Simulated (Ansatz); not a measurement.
Space group Fm-3m (No. 225); a = b = c = 3.753 Å, α = β = γ = 90.00°

| atom | site | symmetry | x | y | z |
|---|---|---|---|---|---|
| Rh | 4a | m-3m | 0.0000 | 0.0000 | 0.0000 |
(The calculation used a cell of 1 atom; values per cell refer to that cell.)

By how much do the lattice constants and the volume change from 300 K to 775 K (quasi-harmonic approximation, LDA in Ansatz, a program for electronic structure), and how far does the bulk modulus soften?

a by 0.41 %, the volume by 1.23 %; B_T goes from 304 to 282 GPa. Whether this phase is the stable one at each condition was not tested.

The PAW data sets were generated under PBE and serve the other functionals too.
